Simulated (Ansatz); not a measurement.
Consider Mg in the hcp (Mg type) structure (space group P6_3/mmc, No. 194; a = 3.195 Å, c = 5.197 Å; relaxed with 0.1 eV smearing). Axes: x lies along a and z along c of the hexagonal cell.

Computed with Ansatz (a first-principles code), PBE, PAW, cutoff 420 eV, no SOC.

Before the change:

Pressure: 0.0 GPa

Modification: uniaxial strain ε_zz = +3.00 %, all other strain components held at zero; the atoms relax in the strained cell.

**Question.** What happens to the pressure?

**Answer.** The pressure (mean of the normal stresses, compression positive) goes from zero to -1.0 GPa.

Stability against distortions was not tested.
